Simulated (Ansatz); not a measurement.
Troubleshooting Ansatz (a quantum-chemistry and plane-wave program): a failed run on Nb12Sn3Sb (Pmmm, 16 atoms in the cell). The aim is a self-consistent single point with DFT, LDA (PW92), plane waves, default PAW files made with PBE.

Cell that was meant: a = 5.3129 Å, b = 5.3225 Å, c = 10.6449 Å, α = 90.00°, β = 90.00°, γ = 90.00°.

Part of the input:

```yaml
    - [0.000000, 5.322480, 0.000000]
    - [0.000000, 0.000000, 10.644930]
  atoms:
    - { element: Nb, position: [0.000000, 0.500000, 0.376550] }
    - { symbol: Nb, position: [0.000000, 0.500000, 0.623450] }
    - { symbol: Nb, position: [0.000000, 0.500000, 0.876600] }
    - { symbol: Nb, position: [0.000000, 0.500000, 0.123400] }
```

Log, with long lists cut:

```
Error: YAML parse error: error: line 7 column 9: unknown field `element`, expected one of symbol, position, position_ang, spin, spin_axis, wyckoff
 --> <input>:7:9
  |
5 |     - [0.000000, 0.000000, 10.644930]
6 |   atoms:
7 |     - { element: Nb, position: [0.000000, 0.500000, 0.376550] }
  |         ^ unknown field `element`, expected one of symbol, position, position_ang, spin, spin_axis, wyckoff
8 |     - { symbol: Nb, position: [0.000000, 0.500000, 0.623450] }
9 |     - { symbol: Nb, position: [0.000000, 0.500000, 0.876600] }
  |
```

Q: Read the log: what does the program object to, and what is the fix?

A: The program does not know the word element. To fix it, write symbol. The program stopped before any SCF iteration.

The sound input it was made from differs as follows (other fixes are possible):
```diff
-    - { element: Nb, position: [0.000000, 0.500000, 0.376550] }
+    - { symbol: Nb, position: [0.000000, 0.500000, 0.376550] }
```

With that input, the run converged in 6 iterations: free energy E − TS (on the zero of these files) -77289.2505 eV; Fermi level (on the code's own zero) 16.69 eV; pressure -9.50 GPa; largest force (vector length) 0.141 eV/Å (DFT, LDA (PW92), plane waves, default PAW files made with PBE).

On the sound input: the starting cell comes from a database of computed structures (which also holds hypothetical and non-ambient phases and stackings), without a prior relaxation at this level. Spin polarisation is off. With a pressure of about -10 GPa the cell is away from its equilibrium volume at this level. Ansatz's pressure includes its estimate of the finite-basis (Pulay) stress.
